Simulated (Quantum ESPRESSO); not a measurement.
## How far to go with the plane-wave cutoff: Mo (Im-3m, 1 atom in the cell)

```
Mo
1.0
   -1.56713     1.56713     1.56713
    1.56713    -1.56713     1.56713
    1.56713     1.56713    -1.56713
Mo
1
Direct
  0.00000   0.00000   0.00000
```

Method: LDA (PZ), PSlibrary ultrasoft (LDA) pseudopotentials (plane waves; Quantum ESPRESSO 7.5).

Base settings: ecutwfc = 55 Ry; ecutrho = 330 Ry; occupations = smearing; smearing = fermi-dirac; degauss = 0.0073499 Ry; potentials = {Mo: Mo.pz-spn-rrkjus_psl.1.0.0.UPF}; K_POINTS = automatic 11 11 11 0 0 0; conv_thr = 1e-11 Ry; mixing_beta = 0.5.

Moved along: ecutrho.

The second cell is the first with its lattice scaled by 0.98.

The mesh stays at the base's, so the ladder's end is converged at best in this setting alone.

Only quantities that move along the ladder and can be compared are tabulated.

The count of work is k-points × plane waves × bands × iterations; it is no time. 

The starting cell has typed, rounded lattice constants, without a prior relaxation at this level. Its lattice was rescaled by up to half a per cent. Spin polarisation is off. In the base run, with a pressure of about -6 GPa the cell is away from its equilibrium volume at this level.

Steps (ecutwfc): 19 Ry; 22 Ry; 28 Ry; 30 Ry; 33 Ry; 44 Ry; 50 Ry; 55 Ry; 61 Ry; 66 Ry; 74 Ry; 96 Ry; 132 Ry.

Question: What is the coarsest ecutwfc that holds the pressure within 0.5 GPa of the last step, with all finer ones?

Answer: 66 Ry, at 0.36 of the last step's count of work; the step before is off by 0.87 GPa.

Question: What is the coarsest ecutwfc that holds the free energy within 2 meV/atom?

Answer: Not settled: the last two steps still differ by 5.3 meV/atom, over half the tolerance, so the ladder does not show it.

Question: What is the coarsest ecutwfc that holds the energy of the compressed cell less the first within 0.2 meV/atom of the last step, with all finer ones?

Answer: 66 Ry, at 0.36 of the last step's count of work; the step before is off by 0.28 meV/atom.

| ecutwfc | free energy less the last step's (meV/atom) | energy of the compressed cell less the first (meV/atom) | pressure (GPa) | count of work / last |
|---|---|---|---|---|
| 19 Ry | 11583.80 | 76.31 | -352.72 | 0.065 |
| 22 Ry | 5964.86 | -33.82 | -219.14 | 0.080 |
| 28 Ry | 1324.37 | 57.10 | -70.77 | 0.100 |
| 30 Ry | 769.67 | 35.97 | -46.30 | 0.12 |
| 33 Ry | 359.33 | 20.16 | -24.52 | 0.13 |
| 44 Ry | 86.56 | 21.14 | -6.37 | 0.20 |
| 50 Ry | 61.59 | 20.71 | -6.39 | 0.24 |
| 55 Ry | 42.01 | 20.76 | -6.35 | 0.27 |
| 61 Ry | 24.24 | 20.65 | -5.93 | 0.33 |
| 66 Ry | 16.13 | 20.54 | -5.51 | 0.36 |
| 74 Ry | 11.61 | 20.51 | -5.16 | 0.42 |
| 96 Ry | 5.26 | 20.38 | -5.26 | 0.62 |
| 132 Ry | 0.00 | 20.37 | -5.05 | 1.0 |

At the lowest cutoff the pressure lies 348 GPa under the last step's, the usual sign of Pulay stress in an incomplete plane-wave basis.
